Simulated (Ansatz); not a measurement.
Structures of equal composition on the (111) surface of fcc Ni, ferromagnetic: a layer of Ga in place of the second plane; a layer of Ga in place of the third plane. The slabs share one bottom face, and each structure is named by its start. These are constructed structures in small cells; real faces may alloy, dewet or reconstruct in larger ones, and not all known structures of the face are among them. Slabs of about 10 Å with all that they carry, Fermi-Dirac smearing of 0.1 eV. Bottom of the slabs: a bare face, its two planes held. Relaxed from the named starts with such symmetry as they have, on meshes of like density; energies extrapolated to zero smearing; no spin-orbit coupling, no U. Spin-polarised runs, if any, are marked in brackets, and their order is one that fits the cell; the others ran without spin. Where a second, spin-polarised start was run, the lower counts.

Computed with PBE (plane waves to 420 eV, PAW; Ansatz, a first-principles code).

Q: Rank these by energy per 1x1 cell (lowest first), as PBE gives it.

A: a layer of Ga in place of the second plane (0.000 eV [spin, 2.4 μB a cell]), a layer of Ga in place of the third plane (0.075 eV [spin, 2.5 μB a cell])
